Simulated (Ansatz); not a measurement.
The parent structure is AlN in the zinc blende structure (space group F-43m, No. 216; a = 4.370 Å).

Modification: a fraction x = 0.75 of the Al sites is given to Ga, ordered in a cell of 8 atoms (starting symmetry R3m) and fully relaxed.

The other end (x = 1) is GaN in the zinc blende structure (space group F-43m, No. 216): 11.37 Å³/atom, gap 2.17 eV; this end may not be an ambient phase.

Levels (all Ansatz, a quantum-chemistry and plane-wave program, PAW): r2SCAN (500 eV, scalar-relativistic without spin-orbit coupling); HSE06 (420 eV, spin-orbit coupling left out).

The geometry is relaxed with r2SCAN.

```
Quantity          Result
---------------  -------
r2SCAN band gap  2.62 eV
```

How does going to HSE06 change the band gap?

The band gap grows by 0.818 eV (2.62 eV → 3.43 eV).

Single points use the geometry relaxed with r2SCAN. These are small ordered cells, not random alloys; other orderings at the same x differ. Stability against distortions was not tested. This is not the structure that AlN has at room temperature and ambient pressure. This is not the structure that GaN has at room temperature and ambient pressure.
